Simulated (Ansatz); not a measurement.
The starting structures come from a database of crystals and need not be the phases stable at ambient conditions.

Inside the gap of an insulator the Bloch states are evanescent, with a wavenumber k + iκ along the transport direction.

Input:

```
LaNaC2O6
1.0
    6.50423     0.00000     0.00000
    0.00000     7.28393     0.00000
    0.00000     0.00000     5.21558
Na La C O
2 2 4 12
Direct
  0.98270   0.29740   0.50000
  0.01730   0.79740   0.50000
  0.36770   0.49700   0.00000
  0.63230   0.99700   0.00000
  0.46610   0.82600   0.50000
  0.53390   0.32600   0.50000
  0.08130   0.08260   0.00000
  0.91870   0.58260   0.00000
  0.64100   0.91110   0.50000
  0.35900   0.41110   0.50000
  0.01360   0.54560   0.78820
  0.98640   0.04560   0.21180
  0.01360   0.54560   0.21180
  0.98640   0.04560   0.78820
  0.62120   0.28920   0.71810
  0.37880   0.78920   0.28190
  0.62120   0.28920   0.28190
  0.37880   0.78920   0.71810
  0.26230   0.16020   0.00000
  0.73770   0.66020   0.00000
```

Space group of this cell: Pmc2_1. The cell is taken as given; by r2SCAN its mean pressure is -4.3 GPa.

Transport runs along the normal of the first two printed cell vectors.

The gap is the functional's own. No spin-orbit coupling. Mid-gap values are interpolated on the energy grid.

Task: State the band gap and the smallest decay constant κ at mid-gap according to Ansatz (an electronic-structure program) with r2SCAN.

Result: Gap 4.63 eV on a 6×4×6 mesh; κ = 0.477 1/Å, at the zone centre.
